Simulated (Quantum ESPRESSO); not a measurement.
Quantum ESPRESSO is run on Ba5As3 (P6_3/mcm, 16 atoms in the cell), and the run fails. The aim is a self-consistent single point with DFT, LDA (PZ), plane waves, GBRV 1.5 ultrasoft (LDA) pseudopotentials.

Cell that was meant: a = 9.5482 Å, b = 9.5482 Å, c = 7.7527 Å, α = 90.00°, β = 90.00°, γ = 120.00°.

Part of the input:

```fortran
As    0.60766000    0.60766000    0.25000000
As    0.39234000    0.39234000    0.75000000
As    0.00000000    0.60766000    0.75000000
As1    0.00000000    0.39234000    0.25000000
K_POINTS automatic
3 3 4  0 0 0
```

Log, with long lists cut:

```
     This program is part of the open-source Quantum ESPRESSO suite
     for quantum simulation of materials; please cite

 %%%%%%%%%%%%%%%%%%%%%%%%%%%%%%%%%%%%%%%%%%%%%%%%%%%%%%%%%%%%%%%%%%%%%%%%%%%%%%
     Error in routine read_cards (16):
     species As1 in ATOMIC_POSITIONS is nonexistent
 %%%%%%%%%%%%%%%%%%%%%%%%%%%%%%%%%%%%%%%%%%%%%%%%%%%%%%%%%%%%%%%%%%%%%%%%%%%%%%

     stopping ...
```

Q: From the messages shown, name the fault and mend the input.

A: The fault is an atom label that is not in the list of species. Labels in the positions must match the species card. To fix it, correct the label. The program stopped before any SCF iteration.

The sound input it was made from differs as follows (other fixes are possible):
```diff
-As1    0.00000000    0.39234000    0.25000000
+As    0.00000000    0.39234000    0.25000000
```

With that input, the run converged in 14 iterations: free energy E − TS -12837.3349 eV; Fermi level (on the code's own zero) 7.59 eV; pressure -2.69 GPa; largest force (vector length) 0.227 eV/Å (DFT, LDA (PZ), plane waves, GBRV 1.5 ultrasoft (LDA) pseudopotentials).

On the sound input: the starting cell comes from a database of computed structures (which also holds hypothetical and non-ambient phases and stackings), without a prior relaxation at this level. The run gives no clean gap (levels at the Fermi energy touch, overlap or are partly filled at this smearing), which alone does not show that the compound is a metal.
